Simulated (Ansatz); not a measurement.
Reference: Rb2PtCl6 (Fm-3m), PBEsol, rigid bands (plane waves, PAW, scalar-relativistic; Ansatz, a first-principles code); geometry: cell and atoms relaxed with PBEsol.

Space group Fm-3m (No. 225); a = b = c = 9.8986 Å, α = β = γ = 90.00°

```tsv
atom	site	symmetry	x	y	z
Rb	8c	-43m	0.2500	0.2500	0.2500
Pt	4a	m-3m	0.0000	0.0000	0.0000
Cl	24e	4m.m	0.0000	0.0000	0.2345
```
(The calculation used a cell of 9 atoms; values per cell refer to that cell.)

band gap: 1.80 eV
electron conductivity mass: 0.76 mₑ
Seebeck coefficient, n-type 1e19 cm⁻³: -347 μV/K

Problem. Swap Pt for Ti, keeping the structure type. How do these values move?

Solution. Rb2TiCl6 (Fm-3m): volume per atom 26.9 to 27.0 Å³; band gap rises (1.80 eV to 2.12 eV); electron conductivity mass rises (0.76 mₑ to 3.2 mₑ); Seebeck coefficient, n-type 1e19 cm⁻³ rises in size (-347 μV/K to -547 μV/K).

Moves up to 5 % count as about the same. Masses are for dilute carriers at 300 K, harmonic means over directions unless an axis is named. Seebeck coefficients are for the stated density at 300 K, with one relaxation time for all states and whether or not that doping can be reached. Spin-orbit coupling is left out.

Formula and space group known from diffraction (Crystallography Open Database), not checked to be the room-temperature form: Rb2PtCl6 (Fm-3m), Rb2TiCl6 (Fm-3m). The missing spin-orbit coupling matters most for Rb2PtCl6 (Fm-3m).
